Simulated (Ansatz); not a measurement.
The parent structure is SiC (space group P6_3mc, No. 186).

```yaml
crystal:
  lattice:
    - [3.09415, 0.00000, 0.00000]
    - [-1.54707, 2.67961, 0.00000]
    - [0.00000, 0.00000, 10.12926]
  atoms:
    - { symbol: Si, position: [0.00000, 0.00000, 0.50031] }
    - { symbol: Si, position: [0.00000, 0.00000, 0.00031] }
    - { symbol: Si, position: [0.33333, 0.66667, 0.25025] }
    - { symbol: Si, position: [0.66667, 0.33333, 0.75025] }
    - { symbol: C, position: [0.00000, 0.00000, 0.31285] }
    - { symbol: C, position: [0.00000, 0.00000, 0.81285] }
    - { symbol: C, position: [0.33333, 0.66667, 0.06221] }
    - { symbol: C, position: [0.66667, 0.33333, 0.56221] }
```

Cartesian axes are those of the cell as printed.

Computed with PBE in Ansatz (plane waves to 420 eV, PAW, without spin-orbit coupling).

For the base:

```
Item       Result
--------  -------
Band gap  2.22 eV
```

Perturbation: uniaxial strain ε_zz = +2.25 %, all other strain components held at zero; the atoms relax in the strained cell.

**Question.** Estimate the effect on the stress.

**Answer.** The stress (xx, yy, zz, yz, xz, xy; compression positive) amounts to (-1.00, -1.00, -11.32, 0.00, 0.00, 0.00) GPa.

**Question.** Predict the new band gap.

**Answer.** The band gap falls by 0.14 eV to 2.08 eV.

Whether these cells are dynamically stable was not tested.

Ansatz is an electronic-structure program.
